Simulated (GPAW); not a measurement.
# Worked example: self-consistent single point of ZrScVNi3 (R3m, 6 atoms in the cell) in GPAW

Computed with LDA (Perdew-Wang 92), GPAW PAW datasets LDA (gpaw-data 1.0.1) (plane waves; GPAW 25.7.0).

Input:

```python
from ase import Atoms
from ase.units import GPa
from gpaw import GPAW, PW

atoms = Atoms(['Zr', 'Sc', 'V', 'Ni', 'Ni', 'Ni'],
              cell=[[2.540015, 1.466478, 3.922950],
                    [-2.540015, 1.466478, 3.922950],
                    [0.000000, -2.932957, 3.922950]],
              scaled_positions=[[0.994380, 0.994380, 0.994380],
                                [0.253570, 0.253570, 0.253570],
                                [0.626110, 0.626110, 0.626110],
                                [0.624860, 0.126200, 0.624860],
                                [0.624860, 0.624860, 0.126200],
                                [0.126200, 0.624860, 0.624860]],
              pbc=True)

atoms.set_initial_magnetic_moments([0.0, 0.0, 2.0, 2.0, 2.0, 2.0])

calc = GPAW(spinpol=True,
            mode=PW(850),
            xc='LDA',
            kpts={'size': (4, 4, 4), 'gamma': True},
            occupations={'name': 'methfessel-paxton', 'width': 0.05, 'order': 0},
            nbands=-14,
            convergence={'forces': 0.001},
            symmetry={'symmorphic': False, 'tolerance': 0.0005},
            maxiter=150,
            txt='-')

atoms.calc = calc

energy = atoms.get_potential_energy()
print('Energy (eV):', round(energy, 6))
forces = atoms.get_forces()
print('Forces (eV/Ang):')
print(forces.round(5))
stress = atoms.get_stress()
print('Stress (GPa, Voigt):', (stress / GPa).round(4))
```

Output (repeated stretches shortened):

```
Input parameters:
  convergence: {forces: 0.001}
  kpts: {gamma: True,
         size: (4, 4, 4)}
  maxiter: 150
  mode: {ecut: 850.0,
         name: pw}
  nbands: -14
  occupations: {name: methfessel-paxton,
                order: 0,
                width: 0.05}
  spinpol: True
  symmetry: {symmorphic: False,
             tolerance: 0.0005}

species:
  Zr:
    name: Zirconium
    Z: 40.0
    valence: 12
    core: 28
    charge: 0.0
    file: Zr.LDA.gz

    # Using partial waves for Zr as LCAO basis

  Sc:
    name: Scandium
    Z: 21.0
    valence: 11
    core: 10
    charge: 0.0
    file: Sc.LDA.gz

    # Using partial waves for Sc as LCAO basis

  V:
    name: Vanadium
    Z: 23.0
    valence: 13
    core: 10
    charge: 0.0
    file: V.LDA.gz

    # Using partial waves for V as LCAO basis

  Ni:
    name: Nickel
    Z: 28.0
    valence: 16
    core: 12
    charge: 0.0
    file: Ni.LDA.gz

    # Using partial waves for Ni as LCAO basis

Reference energy: -268197.580352  # eV

Spin-polarized calculation.
Initial magnetic moment: 8.000000

Convergence criteria:
 Maximum [total energy] change in last 3 cyles: 0.0005 eV / valence electron
 Maximum integral of absolute [dens]ity change: 0.0001 electrons / valence electron
 Maximum integral of absolute [eigenst]ate change: 4e-08 eV^2 / valence electron
 Maximum change in the atomic [forces] across last 2 cycles: 0.001 eV/Ang OR
Maximum error relative to the maximum force is below inf
 Maximum number of scf [iter]ations: 150

Symmetries present (total): 6
Symmetries with fractional translations: 0
64 k-points: 4 x 4 x 4 Monkhorst-Pack grid + [1/8,1/8,1/8]
13 k-points in the irreducible part of the Brillouin zone
       k-points in crystal coordinates                weights
   0:     0.00000000    0.00000000    0.00000000          1/64
   1:     0.25000000    0.00000000   -0.25000000          6/64
   2:     0.25000000    0.00000000    0.00000000          6/64
   [... 7 lines left out ...]
          ...
  12:     0.50000000    0.50000000    0.50000000          1/64

Wave functions: Plane wave expansion
  Cutoff energy: 850.000 eV
  Number of coefficients (min, max): 4866, 4948
  Pulay-stress correction: 0.000000 eV/Ang^3 (de/decut=0.000000)

Occupation numbers: Methfessel-Paxton:
  width: 0.0500  # eV
  order: 0

Eigensolver

Densities:
  Coarse grid: 35*35*35 grid
  Fine grid: 70*70*70 grid
  Total Charge: 0.000000

Density mixing:
  Method: difference
  Backend: pulay
  Linear mixing parameter: 0.05
  old densities: 5
  Damping of long wavelength oscillations: 50

Hamiltonian:
  XC and Coulomb potentials evaluated on a 70*70*70 grid
  External potential:
    NoExternalPotential

Number of atoms: 6
Number of atomic orbitals: 75
Number of bands in calculation: 60
Number of valence electrons: 84
Bands to converge: occupied

Density initialized from atomic densities
  60 bands from LCAO basis set

Atomic positions and initial magnetic moments

Positions:
   0 Zr     0.000000   -0.000001   11.702709    ( 0.0000,  0.0000,  0.0000)
   1 Sc     0.000000   -0.000000    2.984227    ( 0.0000,  0.0000,  0.0000)
   2 V      0.000000   -0.000001    7.368595    ( 0.0000,  0.0000,  2.0000)
   3 Ni     1.266604   -0.731275    5.397665    ( 0.0000,  0.0000,  2.0000)
   4 Ni    -0.000000    1.462548    5.397665    ( 0.0000,  0.0000,  2.0000)
   5 Ni    -1.266604   -0.731275    5.397665    ( 0.0000,  0.0000,  2.0000)

Unit cell:
           periodic     x           y           z      points  spacing
  1. axis:    yes    2.540015    1.466478    3.922950    35     0.1177
  2. axis:    yes   -2.540015    1.466478    3.922950    35     0.1177
  3. axis:    yes    0.000000   -2.932957    3.922950    35     0.1177

  Lengths:   4.898140   4.898140   4.898140
  Angles:   62.472394  62.472394  62.472396

Effective grid spacing dv^(1/3) = 0.1269

     iter     time        total  log10-change:         magmom
                         energy   eigst   dens  force
iter:   1 --:--:--   -50.244455                          +8.0163
iter:   2 --:--:--   -50.942942   -0.24  -1.55           +4.5523
iter:   3 --:--:--   -50.797064   -0.84  -1.57           +1.6892
iter:   4 --:--:--   -50.688009   -1.56  -1.61           +1.3234
iter:   5 --:--:--   -50.366181   -1.61  -1.75           +0.8935
iter:   6 --:--:--   -50.376078   -2.23  -2.07           +0.6706
iter:   7 --:--:--   -50.543346   -2.19  -2.15           +0.5324
iter:   8 --:--:--   -50.431364   -2.48  -2.18           +0.5663
iter:   9 --:--:--   -50.419775   -3.38  -2.67           +0.5669
iter:  10 --:--:--   -50.417317c  -4.47  -2.62           +0.5864
iter:  11 --:--:--   -50.414684c  -3.64  -2.73           +0.6116
iter:  12 --:--:--   -50.414347c  -4.82  -3.18           +0.6156
iter:  13 --:--:--   -50.414269c  -5.39  -3.34           +0.6165
iter:  14 --:--:--   -50.414194c  -5.59  -3.41           +0.6170
iter:  15 --:--:--   -50.414129c  -5.42  -3.53           +0.6168
iter:  16 --:--:--   -50.414126c  -6.25  -3.97           +0.6169
iter:  17 --:--:--   -50.414119c  -6.61  -4.01c          +0.6170
iter:  18 --:--:--   -50.414115c  -6.68  -4.15c          +0.6171
iter:  19 --:--:--   -50.414114c  -7.19  -4.37c          +0.6171
iter:  20 --:--:--   -50.414114c  -7.67c -4.46c          +0.6172
iter:  21 --:--:--   -50.414112c  -7.19  -4.56c          +0.6172
iter:  22 --:--:--   -50.414113c  -8.06c -5.05c -2.76    +0.6172
iter:  23 --:--:--   -50.414113c  -8.84c -5.11c -2.93    +0.6173
iter:  24 --:--:--   -50.414114c  -9.09c -5.30c -3.02c   +0.6174

Converged after 24 iterations.

Dipole moment: (-0.000000, 0.000001, -11.852397) |e|*Ang

Total magnetic moment: (0.000000, 0.000000, 0.617353)
Local magnetic moments:
   0 Zr ( 0.000000,  0.000000,  0.029096)
   1 Sc ( 0.000000,  0.000000,  0.015986)
   2 V  ( 0.000000,  0.000000,  0.276244)
   3 Ni ( 0.000000,  0.000000,  0.072814)
   4 Ni ( 0.000000,  0.000000,  0.072814)
   5 Ni ( 0.000000,  0.000000,  0.072814)

Energy contributions relative to reference atoms: (reference = -268197.580352)

Kinetic:         -0.959166
Potential:       +1.853791
External:        +0.000000
XC:             -52.197264
Entropy (-ST):   -0.008705
Local:           +0.892876
SIC:             +0.000000
--------------------------
Free energy:    -50.418466
Extrapolated:   -50.414114

Spin contamination: 0.008344 electrons
Showing only first 2 kpts
                      Up                     Down
 Kpt  Band  Eigenvalues  Occupancy  Eigenvalues  Occupancy
  0    40      8.14964    1.00000      8.20591    1.00000
  0    41      8.15996    1.00000      8.23678    1.00000
  0    42      8.70445    0.03069      8.77280    0.00007
  0    43      9.11616    0.00000      9.22837    0.00000

  1    40      8.36003    1.00000      8.47411    1.00000
  1    41      8.56855    0.97575      8.69957    0.04156
  1    42      8.78066    0.00003      8.88674    0.00000
  1    43      9.20886    0.00000      9.27994    0.00000

Fermi level: 8.63831

No gap
No difference between direct/indirect transitions
Energy (eV): -50.414114

Forces in eV/Ang:
  0 Zr    0.00000    0.00000   -0.03287
  1 Sc    0.00000   -0.00000    0.03583
  2 V     0.00000   -0.00000    0.03674
  3 Ni    0.02680   -0.01547   -0.01344
  4 Ni    0.00000    0.03095   -0.01344
  5 Ni   -0.02680   -0.01547   -0.01344

Stress tensor:
     0.072117     0.000000     0.000000
     0.000000     0.072117     0.000000
     0.000000     0.000000     0.063378
Stress (GPa, Voigt): [11.5544 11.5544 10.1542  0.      0.      0.    ]
```

The run converged in 24 iterations. GPAW prints stress with tension positive.

The starting cell comes from a database of computed structures (which also holds hypothetical and non-ambient phases and stackings), without a prior relaxation at this level. The moments shrank to a small part of their start, a low-spin state that need not be the lowest. With a pressure of about -11 GPa the cell is away from its equilibrium volume at this level.

Cost on one core of a shared machine: roughly 3 min.
